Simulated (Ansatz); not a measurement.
## Na: energy against strain

Na (bcc, Im-3m, 36.346 Å³/atom at rest, cube axes along x, y and z) under a strain ε along a cube axis (axis z), the other axes held. PBEsol in Ansatz, a plane-wave DFT program (PAW, default set), 420 eV, 22×22×22 Γ-centred mesh, Fermi-Dirac smearing 0.10 eV; ions are relaxed within the symmetry of each cell.

Here s stands for strain and y for E less E0.

| strain (%) | E less E0 (meV/atom) |
|---|---|
| -1.50 | 0.17 |
| -1.00 | 0.06 |
| -0.50 | 0.00 |
| 0.00 | 0.00 |
| 0.50 | 0.05 |
| 1.00 | 0.15 |
| 1.50 | 0.30 |
| 3.00 | ? |

Taking a parabola for y over the 7 complete rows: Least squares gives y = 0.000 + 0.0443·s + 0.1048·s². Residuals (row less fit): 0.001, -0.001, -0.004, 0.000, 0.002, 0.001, -0.002; standard error 0.003 (degrees of freedom: 4). Twice the quadratic coefficient over the volume, 2 × 0.1048 meV × 10⁴ × 0.1602 / 36.346 Å³, is the elastic constant C11 = 9.2 ± 0.1 GPa.

Problem. What does the fit predict for y at s = 3.00, and how far is the calculated value from it?

Solution. y = 0.000 + 0.0443 × 3.0 + 0.1048 × 3.0² = 1.076 meV/atom. The calculation gives 1.01 meV/atom, 0.066 meV/atom below the prediction (6.5 % of the range of y in the table). The row lies outside the fitted rows, so this is an extrapolation. The fitted rows scatter only by rounding.

One order more, fitted to all 13 runs of the series, follows each within 0.01, so the miss is the next term of a smooth law. In a metal these values are sensitive to mesh and smearing; energies are taken to zero smearing, stresses follow the free energy. Rows are the converged runs of the series near zero and its far end; series whose fitted rows scatter by over a few per cent of the range, as at a crossing or softening among them, aren't shown in this form. Most that stay on the fit to the last digits aren't either.
